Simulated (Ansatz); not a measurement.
# MgTe in the wurtzite structure (space group P6_3mc, No. 186)

MgTe is taken in the hexagonal space group P6₃mc (No. 186), the wurtzite structure, Pearson symbol hP4. Conventional cell: a = b = 4.561 Å, c = 7.412 Å, α = β = 90.00°, γ = 120.00°. Mg on 2b is coordinated by 4 Te at 2.787–2.793 Å (tetrahedral). Te on 2b is surrounded by 4 Mg at 2.787–2.793 Å (tetrahedral). (Neighbours: up to the widest gap in distance over summed covalent radii, below 1.35, at either atom; cation-cation and far metal-metal contacts left out.)

Level of theory: PBEsol, PAW, 420 eV (Ansatz, a quantum-chemistry and plane-wave program; no spin-orbit coupling). Γ-centred 8×8×5 mesh, Fermi–Dirac width 0.05 eV.

| Item | Result |
|---|---|
| Volume per atom | 33.39 Å³ |
| Density | 3.78 g/cm³ |
| Band gap | 2.39 eV, direct at Γ |
| Electron mass | 0.15 mₑ along c, 0.17 mₑ across |
| Total energy | -4407.609 eV/atom (σ→0; compares only within this code and set-up) |

Spin-orbit coupling, missing from the scalar runs, can matter with Te. Effective masses come from finite differences of ±0.01 Å⁻¹. No phonon test of stability was made.
